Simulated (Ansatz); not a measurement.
Defect: Ag-vacancy pair (Ag on one host Ru site, one Ru site vacant) in hcp Ru, neutral cell. Calculation: PBE, PAW (plane waves to 420 eV; Ansatz, a program for electronic structure).

Cell of 36 host sites held at the relaxed PBE lattice; a 2×2×2 k-point mesh shifted by half a step along c; Fermi-Dirac width 0.10 eV, spin-restricted; finite-size errors left in. Static, classical nuclei. Forms of the defect that were not tried may lie lower. The start lies 0.14 eV above the lowest site run (PBE).

Barriers: single points on a 4×4×4 k-point mesh shifted by half a step along c at the bands' geometries.

The step: the Ag atom itself jumps into the vacancy (Ag-vacancy distance between ideal sites 2.72 Å throughout). Atoms about the jump, Cartesian Å from the middle of the jump, before and after:

```tsv
atom	x0	y0	z0	x1	y1	z1
Ag1	1.26	0.00	0.00	-1.26	0.00	0.00
Ru2	-0.01	2.43	0.00	0.01	2.43	0.00
Ru3	-0.05	-0.81	2.21	0.05	-0.81	2.21
Ru4	-0.05	-0.81	-2.21	0.05	-0.81	-2.21
Ru5	-0.02	-2.44	0.00	0.02	-2.44	0.00
Ru6	-1.34	1.56	2.14	-1.34	1.60	2.20
Ru7	-1.34	1.56	-2.14	-1.34	1.60	-2.20
Ru8	1.34	1.60	-2.20	1.34	1.56	-2.14
Ru9	1.34	1.60	2.20	1.34	1.56	2.14
```

Task: Predict the transition state.

Result: 
| atom | x | y | z |
|---|---|---|---|
| Ag1 | -0.01 | 0.14 | 0.00 |
| Ru2 | 0.00 | 2.64 | 0.00 |
| Ru3 | -0.01 | -0.90 | 2.31 |
| Ru4 | -0.01 | -0.90 | -2.31 |
| Ru5 | 0.00 | -2.53 | 0.00 |
| Ru6 | -1.33 | 1.55 | 2.15 |
| Ru7 | -1.33 | 1.56 | -2.15 |
| Ru8 | 1.32 | 1.55 | -2.15 |
| Ru9 | 1.32 | 1.55 | 2.15 |
It lies 1.19 eV above the start and 1.19 eV above the end. The saddle point's order was not checked, and it lies on a symmetry element of the cell, where a band can be held.
